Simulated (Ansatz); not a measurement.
A computed series for NaAuO2: pressure series

The reference is NaAuO2 (space group C2/m, No. 12; a cell from a computed database, its experimental status unchecked).

```yaml
crystal:
  lattice:
    - [3.31568, -1.50704, 0.00000]
    - [3.31568, 1.50704, 0.00000]
    - [-2.98274, 0.00000, 5.37194]
  atoms:
    - { symbol: Na, position: [0.50000, 0.50000, 0.50000] }
    - { symbol: Au, position: [0.50000, 0.50000, 0.00000] }
    - { symbol: O, position: [0.09013, 0.09013, 0.24605] }
    - { symbol: O, position: [0.90987, 0.90987, 0.75395] }
```

Cell and atoms are relaxed at each pressure.

Calculations: DFT with PBEsol, PAW potentials and a 420 eV plane-wave cutoff in Ansatz (a quantum-chemistry and plane-wave program), no SOC.

Two rows of this table had their results exchanged by mistake.

| pressure | volume per atom (Å³) | shortest distance (Å) | band gap |
|---|---|---|---|
| pressure −2 GPa | 14.00 | 2.014 | 1.24 eV |
| pressure −1 GPa | 13.69 | 2.011 | 1.25 eV |
| pressure 0.9 GPa | 13.21 | 2.007 | 1.28 eV |
| pressure 2.1 GPa | 10.73 | 1.976 | 1.30 eV |
| pressure 4.5 GPa | 12.52 | 2.001 | 1.30 eV |
| pressure 9 GPa | 11.90 | 1.994 | 1.34 eV |
| pressure 15 GPa | 11.29 | 1.985 | 1.39 eV |
| pressure 22.5 GPa | 12.95 | 2.005 | 1.30 eV |
| pressure 30 GPa | 10.29 | 1.969 | 1.29 eV |

Q: Which two?

A: The rows for pressure 2.1 GPa and pressure 22.5 GPa: the volume has to fall steadily with pressure, so 12.95 Å³ belongs to pressure 2.1 GPa and 10.73 Å³ to pressure 22.5 GPa.

Spin-orbit coupling, missing from the scalar runs, can matter with Au. Load acts through the strain it causes; cell and atoms are relaxed under it. Stability against distortions was not tested. Competing high-pressure phases were not computed.
